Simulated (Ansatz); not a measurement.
A self-consistent single point of CoAl (P4mm, 2 atoms in the cell) with Ansatz (a quantum-chemistry and plane-wave program).

Level of theory: PBEsol, default PAW files made with PBE (plane waves; Ansatz).

The change in words: lattice scaled by 0.98; kpoints.mp_grid.grid: 12 12 12 → 13 13 13; scf.occupations.width: 0.0073 Ry → 0.0037 Ry. Reference geometry:
```
CoAl
1.0
    2.85142     0.00000     0.00000
    0.00000     2.85142     0.00000
    0.00000     0.00000     2.85142
Al Co
1 1
Direct
  0.50000   0.50000   0.51753
  0.00000   0.00000   0.00000
```

Reference input (self-consistent single point, DFT, PBEsol, plane waves, default PAW files made with PBE): basis.ecutwfc = 30.9 Ry; kpoints.mp_grid.grid = 12 12 12; hamiltonian.xc = pbesol; hamiltonian.pseudopotentials = {kind: paw} (the program's default PAW files); scf.occupations.method = gaussian; scf.occupations.width = 0.0073 Ry. This run's input differs from it in these lines:

Ansatz 0.2 input:
```diff
@@ -3,5 +3,5 @@
   lattice:
-    - [2.85142000, 0.00000000, 0.00000000]
-    - [0.00000000, 2.85142000, 0.00000000]
-    - [0.00000000, 0.00000000, 2.85142000]
+    - [2.79439200, 0.00000000, 0.00000000]
+    - [0.00000000, 2.79439200, 0.00000000]
+    - [0.00000000, 0.00000000, 2.79439200]
   atoms:
@@ -13,3 +13,3 @@
   mp_grid:
-    grid: [12, 12, 12]
+    grid: [13, 13, 13]
 hamiltonian:
@@ -21,3 +21,3 @@
     method: gaussian
-    width: 0.0073 Ry
+    width: 0.0037 Ry
 output:
```

The program printed (abridged):

```
SCF iter   1: F=—  HF=-5618.765626 eV  |F-HF|=—  |Δ(HF+E_count)|=         —  Δρ=2.99e-2  dr2=1.20e-1  ethr=1.77e-3  ⟨swp⟩=4.7  Hψ=12854  notcnv=0
all-band conjugate gradients solve this SCF's bands
preconditioner: auto → none
SCF iter   2: F=—  HF=-5618.754161 eV  |F-HF|=—  |Δ(HF+E_count)|=   1.15e-2  Δρ=1.31e-2  dr2=2.67e-2  ethr=6.00e-4  ⟨swp⟩=2.0  Hψ=5038  notcnv=0  defer=7
SCF iter   3: F=—  HF=-5618.751155 eV  |F-HF|=—  |Δ(HF+E_count)|=   3.01e-3  Δρ=1.66e-3  dr2=4.22e-4  ethr=1.33e-4  ⟨swp⟩=2.0  Hψ=3422  notcnv=0  defer=7
SCF iter   4: F=—  HF=-5618.751115 eV  |F-HF|=—  |Δ(HF+E_count)|=   4.06e-5  Δρ=2.50e-4  dr2=1.94e-6  ethr=2.11e-6  ⟨swp⟩=1.8  Hψ=3353  notcnv=0  defer=7
SCF iter   5: F=—  HF=-5618.751121 eV  |F-HF|=—  |Δ(HF+E_count)|=   5.95e-6  Δρ=1.57e-5  dr2=2.04e-8  ethr=9.68e-9  ⟨swp⟩=2.3  Hψ=4318  notcnv=0  defer=7
SCF iter   6: F=-5618.751121 eV  HF=-5618.751121 eV  |F-HF|=6.28e-11  |Δ(HF+E_count)|=   1.87e-9  Δρ=1.94e-6  dr2=2.97e-10  ethr=1.02e-10  ⟨swp⟩=2.2  Hψ=9372  notcnv=0
SCF 1 converged in 6 iterations: F = -5618.751121 eV  dr2 = 2.97e-10
Free energy (F): -5618.751121 eV
Internal energy: -5618.749942 eV  (E = F + TS)
E sigma→0 (E₀):  -5618.750531 eV
Entropy (-TS):   -0.001179 eV (-0.589 meV/atom)
Fermi energy:    15.373246 eV
--- Forces (eV/Å), atoms counted from 1 ---
  atom   1  Al     0.00000000     0.00000000    -0.42778809
  atom   2  Co    -0.00000000     0.00000000     0.42778937
--- Stress (GPa, compression-positive) ---
        6.458563       0.000000       0.000000
        0.000000       6.458563       0.000000
        0.000000       0.000000       6.273864
  P = ⅓ Tr σ = 6.3970 GPa (63.970 kbar)
  The stress holds the Pulay correction. Without it, at fixed plane waves, as pw.x and ABINIT print it: P = 6.2748 GPa
```

The run converged in 6 iterations. Against the reference run the free energy goes up by 1.5 meV/atom, the pressure goes from -5.32 to 6.40 GPa and the largest force goes from 0.352 to 0.428 eV/Å.

The starting cell has typed, rounded lattice constants, without a prior relaxation at this level. Its lattice was rescaled by up to half a per cent. One atom was moved a little off its site on purpose. For this run, on top of that: lattice scaled by 0.98. Spin polarisation is off. With a pressure of about 6 GPa the cell is away from its equilibrium volume at this level. Ansatz's pressure includes its estimate of the finite-basis (Pulay) stress.
